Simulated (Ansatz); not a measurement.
The starting structures come from a database of crystals and need not be the phases stable at ambient conditions.

Inside the gap of an insulator the Bloch states are evanescent, with a wavenumber k + iκ along the transport direction.

```yaml
crystal:
  lattice:
    - [8.15933, 0.00000, 0.00000]
    - [0.00000, 8.20051, 0.00000]
    - [0.00000, 4.10025, 4.05570]
  atoms:
    - { symbol: Sr, position: [0.25000, 0.00949, 0.00000] }
    - { symbol: Sr, position: [0.75000, 0.99051, 0.00000] }
    - { symbol: Sr, position: [0.25000, 0.50662, 0.00000] }
    - { symbol: Sr, position: [0.75000, 0.49338, 0.00000] }
    - { symbol: Hf, position: [0.00000, 0.50000, 0.50000] }
    - { symbol: Hf, position: [0.50000, 0.50000, 0.50000] }
    - { symbol: Hf, position: [0.00000, 0.00000, 0.50000] }
    - { symbol: Hf, position: [0.50000, 0.00000, 0.50000] }
    - { symbol: O, position: [0.25000, 0.03948, 0.41416] }
    - { symbol: O, position: [0.75000, 0.96052, 0.58584] }
    - { symbol: O, position: [0.75000, 0.54636, 0.41416] }
    - { symbol: O, position: [0.25000, 0.45364, 0.58584] }
    - { symbol: O, position: [0.45815, 0.78099, 0.00000] }
    - { symbol: O, position: [0.54185, 0.21901, 0.00000] }
    - { symbol: O, position: [0.95815, 0.21901, 0.00000] }
    - { symbol: O, position: [0.04185, 0.78099, 0.00000] }
    - { symbol: O, position: [0.00000, 0.71698, 0.56604] }
    - { symbol: O, position: [0.00000, 0.28302, 0.43396] }
    - { symbol: O, position: [0.50000, 0.28302, 0.43396] }
    - { symbol: O, position: [0.50000, 0.71698, 0.56604] }
```

Space group of this cell: Cmcm. The cell is taken as given.

Transport runs along the normal of the first two printed cell vectors.

No gap correction and no spin-orbit coupling; mid-gap values are interpolated between computed energies.

**Question.** Estimate the band gap and the smallest decay constant κ at mid-gap that Ansatz (a first-principles code) with PBEsol returns for this system.

**Answer.** Gap 3.96 eV on a 4×8×8 mesh; κ = 0.294 1/Å, at the zone centre.
